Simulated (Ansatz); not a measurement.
## BeS: x(Pd) = 0.75, 8 atoms, I-42m

The reference is BeS in the zinc blende structure (space group F-43m, No. 216; a = 4.8686 Å).

The other end (x = 1) is BePd in the zinc blende structure (space group F-43m, No. 216; a hypothetical phase, not in the database extracts checked): 15.23 Å³/atom, gap zero; this end may not be an ambient phase.

Perturbation: a fraction x = 0.75 of the S sites is given to Pd, ordered in a cell of 8 atoms (starting symmetry I-42m) and fully relaxed.

Method: Kohn–Sham DFT with the r2SCAN functional, run in Ansatz (an electronic-structure program) with PAW and 500 eV plane waves, no spin-orbit coupling. k-mesh 13×13×13 (Γ-centred); smearing 0.05 eV (Fermi–Dirac), for the changed cell.

* **Density**: 5.26 g/cm³ (base 2.36 g/cm³)
* **Shortest interatomic distance**: 2.034 Å (base 2.108 Å)
* **Band gap**: zero (base 3.59 eV)
* **Mixing energy**: +0.15 eV/atom (to 0.01 eV only: unlike meshes or grids) (against an end that may be hypothetical)
* **Deviation of the volume from the linear (Vegard-type) interpolation**: +1.7 %
* **Mean first-shell distances**: S–Be 2.034 Å (end compound 2.108 Å), Pd–Be 2.205 Å (end compound 2.147 Å)

These are small ordered cells, not random alloys; other orderings at the same x differ. Whether these cells are dynamically stable was not tested. The final runs are not spin-polarised.
